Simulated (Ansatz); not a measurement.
An ideal cubic perovskite cell is held by its symmetry; such compounds can tilt or shift off centre at room temperature. The starting structures come from a database of crystals and need not be the phases stable at ambient conditions.

Input:

```yaml
crystal:
  lattice:
    - [5.26440, 0.00000, 0.00000]
    - [0.00000, 7.44499, 0.00000]
    - [0.00000, 3.72249, 3.72249]
  atoms:
    - { symbol: Cs, position: [0.00000, 0.00000, 0.00000] }
    - { symbol: Cd, position: [0.50000, 0.50000, 0.00000] }
    - { symbol: Cl, position: [0.50000, 0.00000, 0.50000] }
    - { symbol: Cl, position: [0.50000, 0.50000, 0.50000] }
    - { symbol: Cl, position: [0.00000, 0.50000, 0.00000] }
```

Space group of this cell: Pm-3m, cubic perovskite. The cell is taken as given.

Transport runs along the normal of the first two printed cell vectors, the (110) plane of the conventional cell.

The gap is the functional's own, uncorrected, and κ follows it; spin-orbit coupling is left out. Mid-gap values are interpolated between the computed energies.

Task: Predict the band gap and the smallest decay constant κ at mid-gap from r2SCAN in Ansatz (a quantum-chemistry and plane-wave program).

Result: Gap 2.48 eV on a 8×8×8 mesh; κ = 0.243 1/Å, at the zone centre.
